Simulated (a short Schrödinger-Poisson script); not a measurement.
Structure: MOS inversion layer, SiO2 on p-type Si(100), at 300 K.

| layer | material | thickness (nm) | Na (cm⁻³) |
|---|---|---|---|
| 1 | SiO2 | 3.4 | - |
| 2 | Si | 220 | 3.9e18 |

Constants are typed, rounded textbook-type inputs, not results; the design itself was drawn at random and stands for no fabricated device. SiO2: permittivity 3.9, conduction-band edge (eV) 3.15, gap (eV) 9, electron mass (mₑ) 0.5. Si: permittivity 11.7, conduction-band edge (eV) 0, gap (eV) 1.124, Nv at 300 K (cm⁻³) 3.1e19.

Channel valleys (confinement mass, in-plane density-of-states mass, number): Δ2 0.916, 0.19, 2; Δ4 0.19, 0.417, 4. At the gate the conduction-band edge of layer 1 lies 3.64 eV − eVg above the Fermi level of the channel; the field vanishes at the back. Gaps are held at their typed values at every temperature. Mesh 0.03 nm at interfaces.

Solved with a short Schrödinger-Poisson script written for these runs: 1D Poisson equation in equilibrium, electrons quantum, Hartree (BenDaniel-Duke, 12 states a valley, the channel's in-plane mass for all, wave functions free to enter the dielectric), parabolic valleys, classical holes, full ionisation, no traps, pinning or gate leakage.

At Vg = 3.75 V the centroid of the electrons lies 0.95 nm from the interface.

Estimate the gate capacitance as the dielectric in series with that distance, and compare.

The dielectric alone has 1.02 μF/cm²; in series with 0.95 nm of the channel's permittivity, 0.929 μF/cm²; the run gives 0.931 μF/cm². The estimate leaves out the density-of-states capacitance and the centroid's move with voltage.
